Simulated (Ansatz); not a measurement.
## A computed series for CoPdO2: pressure series

Start from CoPdO₂ (space group R-3m, No. 166; a = 2.8149 Å, c = 17.6323 Å (hexagonal axes); non-magnetic).

Cell and atoms are relaxed at each pressure.

Method: PBEsol (Ansatz, an electronic-structure program; PAW; 420 eV plane waves; without spin-orbit coupling).

Candidates:
(a) pressure −1 GPa
(b) pressure 5 GPa
(c) pressure 1.5 GPa

Base values:

The c/a ratio is 6.264.

Task: Order them by c/a ratio, lowest first.

Result: (a) pressure −1 GPa (6.257), (c) pressure 1.5 GPa (6.275), (b) pressure 5 GPa (6.298)

Load acts through the strain it causes; cell and atoms are relaxed under it. Stability against distortions was not tested. Competing high-pressure phases were not computed. Seeded moments were not kept for the base. No Hubbard U is applied and the magnetic state is the run's own (CoPdO2 not spin-polarised; CoPdO2 non-magnetic); small cells can't hold the antiferromagnetic order that many such compounds have, so gaps and moments can be off. The final runs are not spin-polarised. An odd electron count without spin: CoPdO2.
